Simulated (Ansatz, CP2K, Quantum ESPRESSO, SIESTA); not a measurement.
# LaGePd (P1, 6 atoms in the cell) computed with different codes at matched settings

Self-consistent single point, at a second geometry (atoms moved at random). First geometry:

```
LaGePd
1.0
    5.27341    -2.28443     0.00000
    5.27341     2.28443     0.00000
   -5.27110     0.00000     5.57818
La Ge Pd
2 2 2
Direct
  0.46648   0.46648   0.70601
  0.53352   0.53352   0.29399
  0.16075   0.16075   0.11074
  0.83925   0.83925   0.88926
  0.81438   0.81438   0.27811
  0.18562   0.18562   0.72189
```

Second geometry:
```yaml
crystal:
  lattice:
    - [5.27341, -2.28443, 0.00000]
    - [5.27341, 2.28443, 0.00000]
    - [-5.27110, 0.00000, 5.57818]
  atoms:
    - { symbol: La, position: [0.46565, 0.46884, 0.70162] }
    - { symbol: La, position: [0.54956, 0.51991, 0.29898] }
    - { symbol: Ge, position: [0.15603, 0.15611, 0.11110] }
    - { symbol: Ge, position: [0.83224, 0.84367, 0.89243] }
    - { symbol: Pd, position: [0.82500, 0.81817, 0.27969] }
    - { symbol: Pd, position: [0.17150, 0.19330, 0.71617] }
```

Shared settings, as Ansatz (a quantum-chemistry and plane-wave program) writes them: kpoints.mp_grid.grid = 5 5 3; scf.occupations.method = gaussian; scf.occupations.width = 0.136 eV. Potentials and cutoffs stand in the table.

```csv
code,model,ΔF from the first geometry (meV/atom),pressure (GPa),largest force (eV/Å),cutoff
CP2K,"PBEsol, GPW, DZVP-MOLOPT-SR-GTH basis, GTH-PBE potentials (GTH_POTENTIALS)",5.2,-1.41,0.364,grid 500 Ry
SIESTA,"GGA PBEsol, numerical atomic orbitals DZP, PseudoDojo PBEsol standard norm-conserving potentials (rewritten from UPF to PSML)",4.3,-2.54,0.500,grid 300 Ry
Ansatz,"PBEsol, PAW files made with PBE",6.6,-3.85,0.349,default
Quantum ESPRESSO,"PBEsol, GBRV 1.5 ultrasoft (PBESOL) pseudopotentials",6.6,-3.81,0.352,50 Ry
```

Size of the force on each atom (eV/Å): Sizes of forces hide their directions.

```tsv
code	La1	La2	Ge3	Ge4	Pd5	Pd6
CP2K	0.259	0.348	0.364	0.103	0.222	0.177
SIESTA	0.282	0.385	0.500	0.197	0.167	0.180
Ansatz	0.241	0.349	0.282	0.098	0.306	0.219
Quantum ESPRESSO	0.244	0.352	0.273	0.098	0.311	0.222
```

On Ansatz's run: spin polarisation is off.

The spread over the programs that give each value: ΔF from the first geometry within 2.3 meV/atom; pressure within 2.44 GPa; largest force within 0.151 eV/Å.

CP2K and SIESTA use small atom-centred bases, whose incompleteness enters pressures, forces and empty levels differently from a plane-wave cutoff. Ansatz's pressure is given at a fixed set of plane waves, as the other plane-wave codes print theirs. In the pressure, CP2K (by 2.42) and SIESTA (by 1.29) lie more than 1 GPa from the median of the plane-wave programs. In the force vectors, CP2K (by 0.116) and SIESTA (by 0.225) lie more than 0.08 eV/Å from the median of the plane-wave programs.

The starting cell comes from a database of computed structures (which also holds hypothetical and non-ambient phases and stackings), without a prior relaxation at this level. For this run, on top of that: atoms moved at random.

Left out of this page: Elk (not drawn, or without a comparable value).

Keys are those of Ansatz 0.2.
